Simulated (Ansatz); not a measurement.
NaBH4 (within 0.1 Å of P4₂/nmc, No. 137; cell taken from a computed entry) was calculated with PBEsol (plane waves, PAW; Ansatz, an electronic-structure program).

Settings: plane-wave cutoff 500 eV, 10×10×8 k mesh (along the axes of the cell as run), gaussian smearing 0.02 eV, scalar-relativistic PAW data made under PBE.

Cell (relaxed at this level):

```cif
data_H8B2Na2
_chemical_formula_sum 'Na2 B2 H8'
_space_group_name_H-M_alt 'P42/nmc :1'
_space_group_IT_number 137
_space_group_name_Hall 'P 4n 2n -1n'
_cell_length_a 4.26868
_cell_length_b 4.26868
_cell_length_c 5.80831
_cell_angle_alpha 90.000
_cell_angle_beta 90.000
_cell_angle_gamma 90.000
loop_
_space_group_symop_operation_xyz
  'x, y, z'
  '-y+1/2, x+1/2, z+1/2'
  '-x, -y, z'
  'y+1/2, -x+1/2, z+1/2'
  'x+1/2, -y+1/2, -z+1/2'
  '-y, -x, -z'
  '-x+1/2, y+1/2, -z+1/2'
  'y, x, -z'
  '-x+1/2, -y+1/2, -z+1/2'
  'y, -x, -z'
  'x+1/2, y+1/2, -z+1/2'
  '-y, x, -z'
  '-x, y, z'
  'y+1/2, x+1/2, z+1/2'
  'x, -y, z'
  '-y+1/2, -x+1/2, z+1/2'
loop_
_atom_site_label
_atom_site_type_symbol
_atom_site_symmetry_multiplicity
_atom_site_Wyckoff_symbol
_atom_site_fract_x
_atom_site_fract_y
_atom_site_fract_z
_atom_site_occupancy
Na1 Na 2 a 0.00000 0.00000 0.00000 1
B1 B 2 b 0.00000 0.00000 0.50000 1
H1 H 8 g 0.00000 0.23606 0.37874 1
```

**Question.** Predict the band gap.

**Answer.** 
- band gap = 6.01 eV (on the SCF k mesh)

Computed values are for the static lattice.
